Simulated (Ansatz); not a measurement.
## Ba2ZnN2 (space group I4/mmm, No. 139)

```
CELL_PARAMETERS angstrom
     -2.06214     2.06214     6.39712
      2.06214    -2.06214     6.39712
      2.06214     2.06214    -6.39712
ATOMIC_POSITIONS crystal
  Ba 0.65547 0.65547 0.00000
  Ba 0.34453 0.34453 0.00000
  Zn 0.00000 0.00000 0.00000
  N  0.85806 0.85806 0.00000
  N  0.14194 0.14194 0.00000
```

Calculations: PBEsol (Ansatz, a first-principles code; PAW; 420 eV plane waves; no spin-orbit coupling). Settings: 11×11×11 k-points, 0.05 eV Fermi–Dirac smearing.

```yaml
volume_per_atom: 21.76 Å³
density: 5.62 g/cm³
band_gap: 0.42 eV, direct at X
Lowest conduction-band minima above the VBM: X (0, 0, 1/2) 0.42 eV; Γ 0.95 eV; M (1/2, 1/2, 1/2) 0.97 eV
total_energy: -3153.145 eV/atom (σ→0; compares only within this code and set-up)
```

Whether these cells are dynamically stable was not tested.
